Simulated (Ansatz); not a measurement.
# SiH3 on the 1x1 (101) surface of anatase TiO2 (cut with top plane O), one in a 2x1 cell, started at the site 'hollow O-O-O over O at depth 4.4 Å'

Host crystal: anatase TiO2, with a band gap (PBE, scalar-relativistic without spin-orbit coupling).

Computed with r2SCAN, at the PBE geometry and the start's symmetry (plane waves to 500 eV, PAW; Ansatz, an electronic-structure program).

Set-up: 40 atoms, 9.4 Å thick at the start under the adsorbate (thin: gaps and levels are the slab's own); mesh 3x4x1; 0.01 eV smearing; dipole correction on; single point; no symmetry held, on the structure that PBE left; spin-polarised, ending with about 0.4 μB a cell, a value that depends on the mesh; orders that need a larger cell were not tried, no spin-orbit, no U, no dispersion correction. The slab shows no gap over 0.04 eV on its mesh. The program's check for a lower electronic state was not made. At the end it is bonded to O. In PBE it is, or lies within 0.03 eV of, the lowest of the starts that converged; the order may differ at this level.

The adsorption energy against SiH4(g) − ½ H2(g) at the same level is -0.57 eV and the work function of the top face is 3.66 eV. The change of the step from the bottom to the top vacuum level, against the clean slab is -1.17 eV. The height of the binding atom over the mean of the host atoms within 0.3 Å of the top one comes out as 1.651 Å. The nearest host atoms of the binding atom is O at 1.67 Å, Ti at 3.42 Å, Ti at 3.42 Å and the note is in the relaxation the adsorbate left its starting site by 2.0 Å. The cost is roughly 30 core-minutes.

A negative adsorption energy means that the adsorbate is more stable on the surface than in its reference.
